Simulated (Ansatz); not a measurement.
We consider CsCl-type CoAl, described by HSE06 (Ansatz, an electronic-structure program, plane waves, PAW).

Numerical settings: plane-wave cutoff 460 eV, 10×10×10 k mesh, Fermi–Dirac smearing 0.05 eV, no spin polarisation, scalar-relativistic PAW data made under PBE.

Pressure at four volumes; x = ln(V/11.079 Å³). One pressure is withheld.

```json
[
 {"V (Å³/atom)": "10.525", "x": "-0.0513", "P (GPa)": "11.92"},
 {"V (Å³/atom)": "11.079", "x": "0.0000", "P (GPa)": "0.20"},
 {"V (Å³/atom)": "11.299", "x": "0.0197", "P (GPa)": "-3.65"},
 {"V (Å³/atom)": "11.633", "x": "0.0488", "P (GPa)": "?"}
]
```

### Question
Pass a parabola P(x) through the three rows shown, estimate the bulk modulus and its pressure derivative near zero pressure, and predict the withheld pressure.

### Answer
Slopes between the rows: (0.20 − (11.92))/(0.0000 − (-0.0513)) = -228.46 and (-3.65 − (0.20))/(0.0197 − (0.0000)) = -195.43 GPa. Their difference over the span 0.0710 is c = 33.03/0.0710 = 465.2 GPa, so P(x) = 11.92 + (-228.46)(x − (-0.0513)) + 465.2 (x − (-0.0513))(x − (0.0000)). At the middle row B = −dP/dx = −[-228.46 + 465.2 × 0.0513] = 204.6 GPa, and B′ = dB/dP = 2c/B = 4.5. At x = 0.0488 the parabola gives -8.68 GPa; the run gives -8.80 GPa. The Birch–Murnaghan fit to the energies at all volumes has B0 = 204 GPa and B′ = 4.3.

Measured, for comparison: bulk modulus 162 GPa (room temperature, not corrected to a static lattice; as tabulated in Yamada et al. (2019), arXiv:1910.09660). Computed less measured: bulk modulus +26 %.

Note: the run has no spin polarisation, so it can have missed a magnetic state.
